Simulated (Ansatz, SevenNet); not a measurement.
**HfSiO4 (I4₁/amd, No. 141, 12 atoms in the cell; start mp-4609): properties by level of theory**

| level (code) | lattice parameter a (Å) | c axis length (Å) |
|---|---|---|
| SevenNet-0 | 6.628 | 6.000 |
| SevenNet-l3i5 | 6.625 | 6.004 |
| r²SCAN (Ansatz) | 6.582 | ? |
| r²SCAN-D4 (Ansatz) | 6.569 | 5.965 |

Question: Fill in the missing entries.

Answer: 
- r²SCAN (Ansatz, a quantum-chemistry and plane-wave program), c axis length (Å): 5.972

Caveats: the relaxation could not lower the start's symmetry, so the cell can be a saddle point above a distorted one (SevenNet-0, SevenNet-l3i5, r²SCAN, r²SCAN-D4). Ansatz's density-functional and Hartree–Fock values are scalar-relativistic unless marked +SOC, with PAW data made under PBE.

Static lattice: no zero-point or thermal effects.

A start named mp-… is a Materials Project structure, which need not be a measured phase.
